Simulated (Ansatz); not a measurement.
The reference is HfO$_{2}$ in the fluorite structure (space group Fm-3m, No. 225; a = 5.0010 Å). Axes: x, y, z lie along the cube axes.

Level of theory: LDA/PAW in Ansatz (an electronic-structure program), no spin-orbit coupling.

Strains are applied to the cell and any free atomic positions relax; under biaxial strain the out-of-plane vector relaxes too.

One change was made to it. Results:

The energy goes up by 10 meV/atom; the band gap decreases by 0.09 eV, from 3.66 eV to 3.57 eV.

Q: Which of these changes matches the shifts?
(A) biaxial strain −1.50 %, plane normal [001], relaxed out of plane
(B) biaxial strain −2.50 %, plane normal [001], relaxed out of plane
(C) biaxial strain −1.00 %, plane normal [001], relaxed out of plane

A: A, biaxial strain −1.50 %, plane normal [001], relaxed out of plane. For comparison, the band gap in the other runs: biaxial strain −1.00 %, plane normal [001], relaxed out of plane gives 3.64 eV; biaxial strain −2.50 %, plane normal [001], relaxed out of plane gives 3.39 eV.

With Hf present, leaving out spin-orbit coupling can change the band edges. No phonon test of stability was made. This is not the structure that HfO2 has at room temperature and ambient pressure.
